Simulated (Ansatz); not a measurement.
Take MoS₂ in the 3R-MoS2 type structure (space group R3m, No. 160; layered, stacked along the Cartesian z axis) as the base.

```yaml
crystal:
  lattice:
    - [1.55787, 0.89944, 5.78587]
    - [-1.55787, 0.89944, 5.78587]
    - [0.00000, -1.79888, 5.78587]
  atoms:
    - { symbol: Mo, position: [0.00004, 0.00004, 0.00004] }
    - { symbol: S, position: [0.75646, 0.75646, 0.75646] }
    - { symbol: S, position: [0.57680, 0.57680, 0.57680] }
```

Cartesian axes are those of the cell as printed.

All numbers come from PBEsol-D3(BJ)/PAW in Ansatz (a program for electronic structure), no SOC, earlier PAW set.

Before the change:

| Item | Value |
|---|---|
| Pressure | 0.00 GPa |

It is then changed as follows: compressive biaxial strain of 4.68 % in the plane normal to [001], as in epitaxy on a mismatched substrate; the out-of-plane cell vector and the atoms relax.

### Question
Predict the new out-of-plane strain and pressure.

### Answer
The out-of-plane strain comes out as +2.80 %; the pressure (mean of the normal stresses, compression positive) goes from zero to 11.27 GPa.

Whether these cells are dynamically stable was not tested.
